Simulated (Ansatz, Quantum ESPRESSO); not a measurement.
**LaS (Fm-3m, 2 atoms in the cell) computed with different codes at matched settings**

Self-consistent single point.

```
CELL_PARAMETERS angstrom
      0.00000     2.94160     2.94160
      2.94160     0.00000     2.94160
      2.94160     2.94160     0.00000
ATOMIC_POSITIONS crystal
  La 0.00000 0.00000 0.00000
  S  0.50000 0.50000 0.50000
```

Shared settings, as Ansatz (a quantum-chemistry and plane-wave program) writes them: kpoints.mp_grid.grid = 7 7 7; magnetization.spin_orbit = true; scf.occupations.method = fermi_dirac; scf.occupations.width = 0.0073 Ry. Potentials and cutoffs stand in the table.

```csv
code,model,pressure (GPa),cutoff
Quantum ESPRESSO,"PBEsol, spin-orbit coupling, PseudoDojo fully relativistic norm-conserving (PBESOL) pseudopotentials",-3.19,110 Ry
Ansatz,"PBEsol with spin-orbit coupling, default PAW files made with PBE",-3.15,default
```

The spread over the programs that give each value: pressure within 0.04 GPa.

Ansatz's pressure is given at a fixed set of plane waves, as the other plane-wave codes print theirs.

The starting cell comes from a database of computed structures (which also holds hypothetical and non-ambient phases and stackings), without a prior relaxation at this level.

Left out of this page: Elk, FLEUR and SIESTA (not drawn, or without a comparable value).

Keys are those of Ansatz 0.2.
